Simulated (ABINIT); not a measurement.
A self-consistent single point of PdIn (Pm-3m, 2 atoms in the cell) with ABINIT.

Computed with PBE, spin-orbit coupling, PAW (JTH v2.0 PBE PAW) (plane waves; ABINIT).

```yaml
crystal:
  lattice:
    - [3.25000, 0.00000, 0.00000]
    - [0.00000, 3.25000, 0.00000]
    - [0.00000, 0.00000, 3.25000]
  atoms:
    - { symbol: In, position: [0.50000, 0.50000, 0.50000] }
    - { symbol: Pd, position: [0.00000, 0.00000, 0.00000] }
```

Reference input (self-consistent single point, DFT, PBE, plane waves, PAW (JTH v2.0 PBE PAW)): pseudos = [In.GGA_PBE-JTH.xml, Pd.GGA_PBE-JTH.xml]; ecut = 48 Ry; pawecutdg = 96 Ry; pawxcdev = 0; occopt = 3; tsmear = 0.00367493 Ha; ngkpt = 8 8 8; nshiftk = 1; shiftk = 0 0 0; potentials = JTH v2.0 PBE PAW; nband = 22; kptopt = 1. This run's input differs from it in these lines:

```diff
@@ -19,6 +19,8 @@
 pawxcdev 0
+nspinor 2
+nspden 1
 occopt 3
 tsmear 0.00367493
-nband 22
-kptopt 1
+nband 49
+kptopt 4
 ngkpt 8 8 8
```

The program printed (abridged):

```
 beta integral value:      -0.518391E+02
 pspatm: atomic psp has been read  and splines computed

   2.20668918E+03                                ecore*ucvol(ha*bohr**3)
 ==== Info on pseudopotentials ====
  PAW calculation
  Number of pseudopotentials ..    2
  Number of types of atoms   ..    2
  Calculation with spin-orbit coupling
  Nonlocal part applied using real spherical harmonics
  Max number of non-local projectors over l and type   2
  Highest angular momentum +1 .......   3
  Max number of (l,n)   components ..   6
  Max number of (l,m,n) components ..  18

 Pseudo-Core Charge Info:
   Number of radial points for pseudo-core charge ..    1
   XC core-correction treatment (optnlxccc) ........    1
   Radius for pseudo-core charge for each type .....

  - Atom type    1 has pseudo-core radius .. 80.0000
  - Atom type    2 has pseudo-core radius .. 80.0000

 Info on the Q-grid used for form factors in spline form:
   Number of q-points for radial functions ffspl ..   3001
   Number of q-points for vlspl ...................   3001
   vloc is computed in Reciprocal Space

  XC functional for type 1 is -101130
  XC functional for type 2 is -101130

 symatm: atom number 1 is reached starting at atom
   1  1  1  1  1  1  1  1  1  1  1  1  1  1  1  1  1  1  1  1  1  1  1  1
 symatm: atom number 2 is reached starting at atom
   2  2  2  2  2  2  2  2  2  2  2  2  2  2  2  2  2  2  2  2  2  2  2  2

--- !BUG
src_file: m_inwffil.F90
src_line: 2703
mpi_rank: 0
message: |
    When nspinor2 is 2, nbd2 must be even, while it is nbd2=49
...

  Action: contact ABINIT group (please attach the output of `abinit -b`)

 abinit_abort: decision taken to exit. Check above messages for more info
Abort(13) on node 0 (rank 0 in comm 0): application called MPI_Abort(MPI_COMM_WORLD, 13) - process 0

--- !BUG
src_file: m_inwffil.F90
src_line: 2703
mpi_rank: 0
message: |
    When nspinor2 is 2, nbd2 must be even, while it is nbd2=49
...

  Action: contact ABINIT group (please attach the output of `abinit -b`)
```

The program stopped before any SCF iteration. 

The starting cell has typed, rounded lattice constants, without a prior relaxation at this level.
